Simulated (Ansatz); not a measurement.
ZrSe2: pressure series

Take ZrSe2 in the CdI2 type structure (space group P-3m1, No. 164; a = 3.662 Å, c = 5.842 Å; layered, stacked along the Cartesian z axis) as the base.

Cell and atoms are relaxed at each pressure.

The values are results of DFT with PBEsol-D3(BJ), PAW potentials and a 420 eV plane-wave cutoff in Ansatz (a first-principles code), scalar-relativistic without spin-orbit coupling, not measurements.

```tsv
P (GPa)	V (Å³/atom)
-2.00	23.905
-1.00	23.164
0.91	22.197
2.11	21.721
4.50	20.934
9.00	19.798
14.98	18.645
22.51	17.546
30.00	16.694
```

Q: Fit a third-order Birch–Murnaghan equation of state.

A: Least squares on P(V) = (3B₀/2)[(V₀/V)^(7/3) − (V₀/V)^(5/3)]·[1 + (3/4)(B₀′ − 4)((V₀/V)^(2/3) − 1)] gives V₀ = 22.67 Å³/atom, B₀ = 48 GPa and B₀′ = 4.6.

Load acts through the strain it causes; cell and atoms are relaxed under it. Stability against distortions was not tested. No other phases were tried under pressure. The final runs are not spin-polarised.
